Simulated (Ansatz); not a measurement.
The parent structure is BeS in the rock salt structure (space group Fm-3m, No. 225; a = 4.629 Å; a hypothetical phase, not in the database extracts checked). Axes: x, y, z lie along the cube axes.

Computed with PBE/PAW in Ansatz (a quantum-chemistry and plane-wave program), no spin-orbit coupling.

Now apply this change: the cell is compressed by 4.65 % along x with no lateral relaxation; the atoms relax in the strained cell.

Predict the stress tensor and what it implies for the stiffness.

Stress of the strained cell less that of the base (GPa, compression positive):
```
  10.71    0.00    0.00
   0.00    3.83    0.00
   0.00    0.00    3.83
```

Then −Δσ_ii/ε with ε = -0.0465 gives secant stiffness values (nonlinear terms included at this strain): C11 ≈ 230 GPa, C12 ≈ 82 GPa and C13 ≈ 82 GPa.

As a check, the harmonic strain energy −½ V₀ Δσ:ε is 19 meV/atom; the computed energy rise is 18 meV/atom.

No phonon test of stability was made.
